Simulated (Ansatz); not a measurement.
Consider the following.

```
CsLuS2
1.0
    1.97544     1.14052     7.90668
   -1.97544     1.14052     7.90668
    0.00000    -2.28104     7.90668
Cs Lu S
1 1 2
Direct
  0.00000   0.00000   0.00000
  0.50000   0.50000   0.50000
  0.77300   0.77300   0.77300
  0.22700   0.22700   0.22700
```

All values below come from PBEsol, rigid bands (plane waves, PAW, scalar-relativistic; Ansatz, a quantum-chemistry and plane-wave program). How the cell was made: cell and atoms relaxed with PBEsol.

Task: What conductivity effective mass do dilute holes have at 300 K?

Result: 0.58 (x), 0.58 (y), 3.9 (z) mₑ.

Task: What conductivity effective mass do dilute electrons have at 300 K?

Result: 0.40 (x), 0.40 (y), 0.53 (z) mₑ.

Task: And the band gap?

Result: 1.85 eV at this level; semilocal functionals usually fall short of the measured gap.

Rigid bands, one relaxation time for all states, no polarons. Spin-orbit coupling is left out; where it splits the top of the valence band it changes the hole mass and lowers the gap by about a third of the splitting.

Computed structure, not matched to a measured one here, so possibly hypothetical: CsLuS2 (R-3m).
